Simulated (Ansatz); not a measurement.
Density of states of GaS (P6_3/mmc) above the conduction band minimum, PBEsol+D3BJ, rigid bands (Ansatz, a program for electronic structure); cell volume 162.7 Å³.

(energy from edge (eV), 10⁻³ states/eV/cell): (0.006, 260); (0.031, 437); (0.056, 514); (0.081, 659); (0.106, 766); (0.131, 858); (0.156, 939); (0.181, 1010); (0.206, 1090); (0.231, 1180); (0.256, 1340); (0.281, 1460); (0.319, 1630); (0.344, 1740); (0.369, 1860); (0.394, 1980); (0.419, 2110); (0.444, 2280); (0.469, 2360); (0.494, 2490); (0.519, 2630); (0.544, 2800); (0.569, 2990); (0.594, 3220)

What effective density of states at 300 K does this give (∫ g(E) exp(−E/k_BT) dE, both spins, divided by the cell's size)?

6.0e19 cm⁻³, a density-of-states mass of 1.80 mₑ, valleys and band degeneracy included.

Spin-orbit coupling is left out. Geometry: cell and atoms relaxed with PBEsol+D3(BJ).

Formula and space group known from diffraction (Crystallography Open Database), not checked to be the room-temperature form: GaS (P6_3/mmc). PBEsol with a dispersion correction tends to overbind, so the cell can be several per cent short: GaS (P6_3/mmc).
